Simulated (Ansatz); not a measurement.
# Ge well of 9 atomic layers along [001] in random Si0.2Ge0.8, interfaces graded over 8 layers

Prepared with Tersoff's 1989 multicomponent potential (SiCGe.tersoff) run with LAMMPS: minimisation. Geometry as solved with PBE, support functions at accuracy medium on the grid of 370 eV in Ansatz (a first-principles code).

```xyz
648
Lattice="17.11 0.00 0.00 0.00 17.11 0.00 0.00 0.00 51.52" Properties=species:S:1:pos:R:3 pbc="T T T"
Si    -0.07     0.02    -0.01
Ge     1.39     1.42     1.36
Si     2.82     2.85    -0.01
Ge     4.25     4.24     1.39
Ge     2.84     0.01     2.82
Ge     4.24     1.45     4.27
Ge     0.01     2.87     2.85
Si     1.43     4.24     4.29
Ge     0.01     0.04     5.71
Si     1.42     1.48     7.10
Si     2.79     2.85     5.68
Ge     4.24     4.25     7.06
Ge     2.82     0.04     8.50
Ge     4.27     1.44     9.95
Si     0.04     2.85     8.51
Si     1.41     4.24     9.92
Ge     0.00     0.03    11.39
Ge     1.44     1.45    12.83
Ge     2.85     2.91    11.38
Si     4.26     4.28    12.82
Ge     2.86    -0.01    14.24
Ge     4.29     1.44    15.66
Ge     0.02     2.88    14.28
Si     1.42     4.28    15.69
Ge     0.01    -0.01    17.13
Ge     1.42     1.44    18.55
Ge     2.83     2.87    17.09
Ge     4.30     4.25    18.57
Ge     2.86     0.01    19.99
Ge     4.30     1.45    21.42
Ge    -0.02     2.88    19.98
Ge     1.42     4.28    21.44
Ge     0.00     0.01    22.89
Ge     1.43     1.43    24.34
Ge     2.86     2.85    22.88
Ge     4.27     4.27    24.35
Ge     2.85     0.00    25.81
Ge     4.27     1.43    27.26
Ge     0.00     2.85    25.80
Ge     1.43     4.28    27.25
Ge    -0.03    -0.03    28.71
Ge     1.39     1.42    30.15
Ge     2.83     2.85    28.71
Ge     4.27     4.29    30.14
Ge     2.84    -0.01    31.57
Ge     4.26     1.42    33.02
Ge    -0.04     2.85    31.61
Ge     1.41     4.30    33.03
Ge    -0.02     0.04    34.42
Ge     1.40     1.44    35.93
Ge     2.82     2.85    34.46
Ge     4.26     4.29    35.85
Si     2.83     0.00    37.30
Ge     4.25     1.41    38.69
Si    -0.05     2.86    37.31
Ge     1.36     4.30    38.70
Ge    -0.03     0.03    40.11
Ge     1.41     1.44    41.57
Ge     2.83     2.87    40.12
Ge     4.26     4.29    41.57
Ge     2.85     0.02    43.02
Si     4.23     1.46    44.43
Ge     0.01     2.89    43.03
Si     1.46     4.26    44.44
Si    -0.01     0.01    45.79
Ge     1.41     1.43    47.18
Si     2.84     2.86    45.78
Ge     4.27     4.29    47.16
Ge     2.83     0.03    48.67
Ge     4.25     1.47    50.10
Ge    -0.04     2.80    48.69
Ge     1.43     4.24    50.08
Ge    -0.02     5.69    -0.04
Ge     1.41     7.10     1.42
Ge     2.82     8.55    -0.04
Ge     4.26     9.99     1.39
Ge     2.83     5.65     2.87
Ge     4.27     7.13     4.25
Ge    -0.04     8.52     2.85
Ge     1.40     9.99     4.25
Ge    -0.03     5.68     5.63
Ge     1.40     7.12     7.07
Ge     2.86     8.58     5.68
Ge     4.28    10.04     7.12
Ge     2.81     5.67     8.53
Ge     4.26     7.10     9.95
Ge    -0.02     8.56     8.50
Ge     1.43     9.99     9.93
Ge     0.01     5.65    11.33
Ge     1.41     7.09    12.79
Ge     2.85     8.55    11.39
Ge     4.25    10.00    12.85
Ge     2.84     5.65    14.25
Ge     4.28     7.09    15.68
Ge    -0.01     8.56    14.21
Ge     1.45    10.00    15.63
Ge     0.01     5.66    17.12
Ge     1.43     7.12    18.56
Ge     2.85     8.55    17.10
Ge     4.26     9.97    18.57
Ge     2.87     5.70    20.00
Ge     4.27     7.13    21.46
Ge     0.01     8.55    20.02
Ge     1.40    10.01    21.49
Ge     0.00     5.70    22.91
Ge     1.43     7.13    24.35
Ge     2.85     8.56    22.91
Ge     4.31     9.95    24.38
Ge     2.86     5.71    25.80
Ge     4.30     7.15    27.22
Ge     0.00     8.56    25.79
Ge     1.43     9.98    27.25
Ge     0.00     5.70    28.70
Ge     1.43     7.13    30.14
Ge     2.86     8.55    28.69
Ge     4.28     9.97    30.14
Ge     2.87     5.73    31.61
Si     4.25     7.15    33.03
Ge    -0.01     8.53    31.60
Ge     1.46     9.93    33.05
Ge    -0.02     5.71    34.50
Si     1.44     7.16    35.84
Si     2.85     8.49    34.44
Ge     4.26     9.91    35.86
Ge     2.81     5.73    37.25
Ge     4.27     7.15    38.68
Ge     0.05     8.56    37.28
Si     1.43     9.99    38.70
Si     0.00     5.71    40.16
Ge     1.40     7.13    41.58
Ge     2.82     8.58    40.11
Ge     4.25    10.00    41.56
Ge     2.85     5.71    43.05
Si     4.29     7.11    44.45
Si     0.03     8.56    43.01
Si     1.42     9.95    44.37
Ge     0.03     5.66    45.83
Ge     1.40     7.16    47.28
Ge     2.86     8.57    45.80
Si     4.27     9.95    47.24
Ge     2.85     5.69    48.65
Ge     4.29     7.12    50.06
Si     0.01     8.59    48.69
Si     1.40     9.95    50.07
Ge     0.04    11.38    -0.01
Si     1.41    12.83     1.42
Ge     2.81    14.25     0.02
Ge     4.30    15.68     1.43
Ge     2.83    11.43     2.82
Ge     4.32    12.81     4.27
Ge    -0.04    14.26     2.79
Ge     1.40    15.68     4.25
Ge    -0.03    11.44     5.65
Ge     1.45    12.81     7.12
Ge     2.86    14.25     5.67
Ge     4.27    15.70     7.09
Si     2.84    11.41     8.53
Ge     4.24    12.83     9.94
Ge     0.01    14.24     8.54
Ge     1.44    15.68     9.98
Ge    -0.02    11.39    11.39
Ge     1.47    12.83    12.79
Si     2.85    14.25    11.36
Ge     4.25    15.65    12.78
Si     2.85    11.43    14.24
Ge     4.22    12.84    15.69
Ge     0.02    14.25    14.24
Ge     1.45    15.66    15.71
Ge     0.02    11.41    17.11
Ge     1.45    12.86    18.54
Si     2.85    14.25    17.11
Ge     4.25    15.66    18.53
Ge     2.84    11.41    20.01
Ge     4.28    12.83    21.46
Ge     0.01    14.25    20.01
Ge     1.43    15.69    21.45
Si     0.00    11.40    22.91
Ge     1.40    12.80    24.32
Ge     2.84    14.25    22.90
Ge     4.26    15.68    24.35
Ge     2.85    11.39    25.79
Ge     4.27    12.83    27.23
Ge     0.00    14.24    25.79
Ge     1.42    15.67    27.25
Ge    -0.01    11.40    28.69
Ge     1.41    12.83    30.14
Ge     2.85    14.25    28.69
Ge     4.28    15.68    30.12
Ge     2.84    11.39    31.58
Ge     4.27    12.82    33.01
Ge    -0.03    14.28    31.55
Ge     1.41    15.68    33.02
Ge     0.02    11.40    34.46
Si     1.42    12.81    35.87
Ge     2.82    14.22    34.48
Ge     4.25    15.68    35.92
Ge     2.82    11.39    37.28
Ge     4.28    12.84    38.71
Ge     0.03    14.25    37.26
Ge     1.44    15.70    38.70
Ge     0.05    11.40    40.15
Si     1.38    12.86    41.58
Ge     2.81    14.24    40.17
Ge     4.27    15.67    41.58
Ge     2.78    11.42    42.98
Ge     4.27    12.82    44.40
Si    -0.02    14.23    42.97
Ge     1.36    15.67    44.39
Ge     0.01    11.39    45.76
Ge     1.44    12.79    47.24
Ge     2.84    14.27    45.82
Ge     4.27    15.70    47.25
Ge     2.85    11.32    48.68
Ge     4.26    12.82    50.10
Ge     0.00    14.26    48.66
Ge     1.38    15.72    50.12
Ge     5.72     0.05     0.01
Si     7.15     1.43     1.41
Ge     8.60     2.86     0.02
Si    10.01     4.32     1.41
Ge     8.51     0.00     2.83
Ge     9.99     1.44     4.21
Ge     5.72     2.83     2.81
Ge     7.17     4.30     4.20
Ge     5.72    -0.03     5.64
Ge     7.14     1.42     7.07
Ge     8.58     2.87     5.66
Ge     9.99     4.28     7.14
Ge     8.59     0.04     8.54
Si     9.98     1.45     9.97
Ge     5.70     2.84     8.50
Ge     7.15     4.23     9.99
Ge     5.70     0.00    11.38
Ge     7.17     1.43    12.80
Si     8.59     2.81    11.35
Ge     9.96     4.25    12.77
Si     8.55     0.01    14.23
Ge     9.94     1.41    15.65
Ge     5.71     2.89    14.22
Si     7.12     4.28    15.65
Ge     5.70     0.02    17.12
Ge     7.10     1.46    18.58
Ge     8.51     2.87    17.07
Ge     9.96     4.27    18.55
Ge     8.54     0.02    20.01
Ge     9.98     1.42    21.46
Si     5.69     2.86    20.01
Ge     7.09     4.26    21.43
Ge     5.69     0.01    22.90
Ge     7.12     1.43    24.36
Ge     8.54     2.85    22.90
Ge     9.97     4.29    24.34
Ge     8.56     0.00    25.81
Ge     9.98     1.44    27.25
Ge     5.70     2.86    25.81
Ge     7.14     4.28    27.26
Ge     5.72     0.01    28.70
Ge     7.15     1.44    30.15
Ge     8.58     2.88    28.72
Si     9.99     4.27    30.14
Ge     8.59     0.03    31.60
Si    10.00     1.45    33.00
Ge     5.70     2.86    31.58
Ge     7.14     4.29    33.00
Ge     5.69    -0.02    34.45
Ge     7.14     1.42    35.86
Ge     8.59     2.84    34.42
Ge    10.03     4.26    35.88
Ge     8.56    -0.02    37.31
Ge    10.03     1.45    38.70
Ge     5.69     2.85    37.27
Ge     7.12     4.27    38.72
Ge     5.70    -0.01    40.14
Ge     7.14     1.40    41.59
Ge     8.56     2.85    40.14
Ge    10.01     4.26    41.57
Si     8.56     0.00    42.99
Ge     9.98     1.41    44.39
Ge     5.67     2.84    43.01
Ge     7.09     4.33    44.43
Ge     5.67     0.04    45.80
Ge     7.14     1.43    47.25
Ge     8.55     2.88    45.82
Ge     9.96     4.32    47.28
Ge     8.60     0.02    48.71
Si     9.99     1.44    50.11
Ge     5.70     2.88    48.65
Ge     7.16     4.30    50.07
Ge     5.71     5.71     0.00
Ge     7.19     7.12     1.41
Si     8.57     8.53    -0.02
Ge     9.95     9.96     1.38
Si     8.61     5.68     2.79
Ge     9.98     7.09     4.20
Ge     5.71     8.56     2.83
Ge     7.10    10.03     4.29
Ge     5.70     5.69     5.66
Ge     7.13     7.12     7.10
Ge     8.56     8.55     5.65
Ge    10.00    10.01     7.05
Ge     8.55     5.71     8.56
Ge     9.98     7.16     9.97
Ge     5.70     8.55     8.53
Ge     7.15     9.96     9.97
Ge     5.68     5.67    11.41
Ge     7.14     7.15    12.79
Si     8.56     8.55    11.38
Ge     9.95     9.95    12.79
Ge     8.53     5.67    14.24
Ge     9.97     7.11    15.68
Ge     5.69     8.55    14.25
Ge     7.11     9.98    15.69
Ge     5.73     5.66    17.10
Ge     7.13     7.12    18.56
Ge     8.55     8.55    17.12
Ge     9.99     9.97    18.56
Ge     8.54     5.69    20.01
Ge     9.97     7.12    21.46
Ge     5.70     8.54    20.01
Ge     7.13     9.98    21.45
Ge     5.70     5.70    22.91
Ge     7.10     7.15    24.37
Ge     8.54     8.55    22.91
Ge     9.98     9.97    24.35
Ge     8.55     5.71    25.80
Ge     9.98     7.11    27.27
Si     5.70     8.55    25.80
Ge     7.11     9.95    27.21
Ge     5.70     5.72    28.69
Ge     7.12     7.13    30.16
Ge     8.55     8.55    28.70
Ge     9.99     9.97    30.14
Ge     8.60     5.68    31.55
Ge     9.99     7.13    33.01
Ge     5.69     8.55    31.63
Si     7.12     9.97    33.01
Ge     5.67     5.74    34.41
Ge     7.10     7.16    35.88
Ge     8.52     8.58    34.42
Ge     9.99     9.98    35.85
Ge     8.55     5.70    37.28
Ge     9.96     7.14    38.72
Si     5.69     8.55    37.30
Ge     7.12     9.93    38.72
Ge     5.70     5.72    40.14
Ge     7.16     7.15    41.54
Si     8.55     8.55    40.13
Ge     9.96     9.92    41.57
Ge     8.60     5.73    43.00
Si    10.02     7.14    44.39
Ge     5.66     8.53    43.00
Ge     7.11     9.96    44.42
Si     5.70     5.75    45.83
Si     7.13     7.07    47.23
Ge     8.55     8.48    45.81
Ge     9.98     9.94    47.24
Si     8.52     5.73    48.65
Ge     9.97     7.08    50.10
Ge     5.72     8.54    48.60
Ge     7.16     9.94    50.10
Ge     5.75    11.42     0.02
Si     7.17    12.83     1.42
Ge     8.57    14.23     0.01
Ge    10.00    15.67     1.45
Ge     8.57    11.45     2.85
Si    10.02    12.84     4.26
Ge     5.77    14.24     2.83
Si     7.14    15.67     4.24
Si     5.71    11.43     5.72
Si     7.10    12.82     7.06
Ge     8.54    14.23     5.65
Ge     9.99    15.68     7.09
Ge     8.53    11.43     8.48
Ge     9.98    12.85     9.93
Ge     5.71    14.23     8.49
Ge     7.14    15.69     9.93
Ge     5.69    11.40    11.38
Ge     7.12    12.84    12.82
Ge     8.55    14.27    11.39
Ge     9.97    15.72    12.83
Ge     8.55    11.40    14.25
Ge     9.98    12.83    15.69
Ge     5.68    14.26    14.26
Ge     7.14    15.72    15.65
Ge     5.67    11.41    17.13
Ge     7.12    12.84    18.56
Ge     8.55    14.27    17.11
Ge     9.97    15.69    18.57
Ge     8.55    11.41    20.00
Ge     9.98    12.83    21.46
Ge     5.69    14.26    20.01
Ge     7.12    15.69    21.45
Ge     5.70    11.39    22.91
Ge     7.13    12.83    24.35
Ge     8.55    14.26    22.90
Ge     9.98    15.68    24.36
Ge     8.55    11.40    25.80
Ge     9.98    12.83    27.25
Ge     5.70    14.26    25.79
Ge     7.13    15.68    27.24
Ge     5.70    11.39    28.67
Ge     7.12    12.81    30.12
Ge     8.55    14.25    28.69
Ge     9.98    15.69    30.13
Ge     8.52    11.37    31.59
Ge     9.98    12.80    33.00
Ge     5.70    14.25    31.56
Ge     7.14    15.68    33.00
Ge     5.71    11.36    34.43
Ge     7.08    12.84    35.90
Ge     8.55    14.24    34.45
Ge    10.00    15.70    35.85
Ge     8.55    11.40    37.30
Ge     9.95    12.85    38.76
Si     5.67    14.26    37.31
Ge     7.12    15.62    38.73
Ge     5.73    11.42    40.15
Si     7.16    12.84    41.53
Si     8.52    14.24    40.17
Ge     9.92    15.69    41.55
Ge     8.52    11.41    42.96
Ge     9.97    12.83    44.40
Ge     5.74    14.22    42.96
Ge     7.13    15.71    44.38
Ge     5.67    11.38    45.86
Ge     7.12    12.83    47.26
Ge     8.56    14.28    45.84
Ge    10.03    15.68    47.28
Ge     8.58    11.39    48.67
Ge    10.03    12.85    50.06
Ge     5.69    14.27    48.68
Ge     7.14    15.69    50.11
Ge    11.41     0.03    -0.01
Si    12.86     1.45     1.36
Si    14.27     2.81    -0.01
Ge    15.65     4.25     1.39
Ge    14.25     0.02     2.77
Ge    15.65     1.45     4.28
Ge    11.44     2.86     2.76
Ge    12.86     4.25     4.27
Ge    11.42     0.00     5.65
Ge    12.84     1.45     7.09
Si    14.26     2.86     5.70
Ge    15.67     4.25     7.13
Ge    14.24     0.00     8.55
Ge    15.69     1.48     9.93
Ge    11.43     2.86     8.59
Si    12.88     4.27     9.96
Ge    11.40     0.01    11.34
Ge    12.86     1.46    12.75
Si    14.26     2.89    11.34
Ge    15.67     4.25    12.78
Ge    14.26     0.03    14.23
Ge    15.69     1.43    15.70
Ge    11.41     2.84    14.22
Ge    12.83     4.27    15.68
Ge    11.39     0.02    17.12
Ge    12.83     1.44    18.57
Ge    14.28     2.87    17.15
Si    15.69     4.28    18.55
Ge    14.25     0.00    20.01
Ge    15.68     1.43    21.44
Ge    11.39     2.85    20.01
Ge    12.84     4.28    21.44
Ge    11.41     0.00    22.91
Ge    12.83     1.43    24.35
Ge    14.25     2.85    22.90
Ge    15.68     4.27    24.35
Ge    14.26     0.00    25.80
Ge    15.68     1.43    27.26
Ge    11.40     2.86    25.79
Ge    12.82     4.28    27.25
Ge    11.41     0.00    28.69
Ge    12.84     1.43    30.14
Ge    14.25     2.87    28.69
Ge    15.65     4.30    30.16
Ge    14.31     0.02    31.57
Si    15.68     1.43    33.02
Ge    11.38     2.86    31.57
Ge    12.86     4.29    32.99
Ge    11.42     0.08    34.43
Si    12.83     1.48    35.87
Ge    14.29     2.84    34.46
Si    15.71     4.24    35.89
Ge    14.26     0.07    37.28
Si    15.69     1.46    38.69
Si    11.44     2.83    37.26
Ge    12.83     4.25    38.68
Ge    11.43     0.02    40.17
Si    12.89     1.39    41.57
Ge    14.27     2.81    40.13
Ge    15.70     4.29    41.54
Si    14.27     0.03    42.96
Ge    15.64     1.42    44.43
Ge    11.47     2.81    42.97
Ge    12.86     4.25    44.45
Ge    11.45     0.03    45.86
Si    12.84     1.48    47.25
Si    14.23     2.82    45.87
Ge    15.64     4.24    47.25
Ge    14.25     0.06    48.66
Si    15.66     1.42    50.14
Ge    11.40     2.84    48.70
Ge    12.83     4.27    50.16
Si    11.40     5.70     0.03
Si    12.82     7.12     1.36
Si    14.23     8.51     0.01
Ge    15.64     9.94     1.40
Ge    14.23     5.74     2.81
Si    15.66     7.11     4.24
Ge    11.43     8.53     2.78
Ge    12.80     9.99     4.27
Ge    11.41     5.68     5.68
Ge    12.86     7.07     7.13
Ge    14.26     8.51     5.67
Ge    15.65    10.01     7.09
Si    14.24     5.65     8.55
Ge    15.66     7.09     9.92
Ge    11.42     8.57     8.51
Ge    12.87    10.00     9.93
Ge    11.44     5.68    11.35
Ge    12.84     7.13    12.81
Ge    14.29     8.57    11.39
Si    15.70     9.97    12.80
Ge    14.26     5.70    14.24
Ge    15.70     7.12    15.68
Ge    11.39     8.54    14.24
Ge    12.84     9.97    15.66
Ge    11.41     5.70    17.12
Ge    12.84     7.12    18.57
Ge    14.26     8.55    17.12
Ge    15.70     9.98    18.56
Ge    14.29     5.68    19.98
Ge    15.68     7.12    21.45
Ge    11.41     8.54    20.02
Ge    12.83     9.98    21.45
Ge    11.42     5.71    22.90
Ge    12.84     7.14    24.35
Ge    14.27     8.56    22.90
Ge    15.71    10.01    24.33
Ge    14.25     5.70    25.80
Ge    15.69     7.13    27.24
Ge    11.40     8.55    25.81
Ge    12.84     9.97    27.26
Ge    11.39     5.67    28.73
Ge    12.85     7.09    30.17
Ge    14.26     8.53    28.70
Ge    15.68     9.97    30.15
Si    14.26     5.70    31.58
Ge    15.62     7.11    33.03
Ge    11.45     8.57    31.61
Si    12.86     9.94    33.04
Ge    11.46     5.73    34.46
Si    12.88     7.15    35.84
Si    14.21     8.54    34.43
Ge    15.66     9.94    35.83
Ge    14.28     5.69    37.24
Ge    15.72     7.10    38.73
Ge    11.44     8.52    37.26
Ge    12.84     9.97    38.72
Ge    11.41     5.70    40.13
Ge    12.80     7.14    41.60
Ge    14.28     8.54    40.16
Ge    15.74     9.96    41.60
Ge    14.26     5.70    42.99
Ge    15.73     7.13    44.40
Si    11.37     8.53    43.01
Ge    12.82     9.94    44.39
Ge    11.41     5.74    45.82
Si    12.82     7.11    47.25
Ge    14.25     8.51    45.86
Ge    15.70     9.97    47.25
Ge    14.22     5.72    48.66
Ge    15.67     7.18    50.07
Ge    11.43     8.50    48.66
Ge    12.86     9.93    50.12
Ge    11.42    11.40    -0.01
Ge    12.81    12.87     1.46
Ge    14.26    14.31     0.03
Si    15.70    15.73     1.39
Ge    14.27    11.42     2.86
Si    15.69    12.85     4.23
Si    11.37    14.24     2.87
Ge    12.83    15.66     4.21
Si    11.39    11.44     5.64
Ge    12.84    12.79     7.07
Ge    14.29    14.24     5.64
Ge    15.69    15.68     7.11
Si    14.24    11.40     8.50
Ge    15.63    12.81     9.93
Ge    11.45    14.28     8.52
Si    12.82    15.71     9.94
Ge    11.39    11.40    11.36
Ge    12.82    12.83    12.80
Ge    14.22    14.29    11.35
Ge    15.69    15.69    12.80
Ge    14.28    11.38    14.20
Ge    15.69    12.82    15.66
Ge    11.40    14.27    14.25
Ge    12.83    15.70    15.68
Ge    11.42    11.40    17.12
Ge    12.84    12.84    18.57
Ge    14.26    14.26    17.11
Ge    15.68    15.67    18.57
Ge    14.27    11.41    20.01
Ge    15.72    12.80    21.48
Ge    11.40    14.26    20.01
Ge    12.84    15.67    21.46
Ge    11.41    11.40    22.90
Ge    12.83    12.83    24.35
Ge    14.27    14.25    22.91
Ge    15.69    15.69    24.35
Ge    14.26    11.40    25.80
Ge    15.68    12.84    27.26
Ge    11.41    14.25    25.80
Ge    12.84    15.67    27.26
Ge    11.41    11.41    28.70
Ge    12.84    12.82    30.16
Ge    14.28    14.28    28.74
Si    15.68    15.70    30.14
Ge    14.24    11.36    31.62
Ge    15.68    12.83    33.01
Ge    11.40    14.26    31.58
Ge    12.84    15.71    33.00
Ge    11.44    11.37    34.41
Ge    12.83    12.82    35.87
Ge    14.25    14.26    34.44
Ge    15.68    15.70    35.86
Ge    14.27    11.39    37.28
Ge    15.71    12.83    38.71
Ge    11.40    14.26    37.30
Ge    12.85    15.71    38.72
Ge    11.40    11.38    40.15
Ge    12.84    12.82    41.56
Ge    14.27    14.26    40.14
Ge    15.69    15.69    41.60
Ge    14.29    11.41    43.01
Si    15.72    12.84    44.37
Ge    11.40    14.28    42.98
Ge    12.87    15.72    44.37
Ge    11.40    11.39    45.82
Ge    12.83    12.85    47.25
Ge    14.31    14.25    45.78
Ge    15.71    15.73    47.22
Ge    14.26    11.40    48.68
Ge    15.68    12.84    50.12
Si    11.43    14.26    48.66
Ge    12.82    15.69    50.06
```
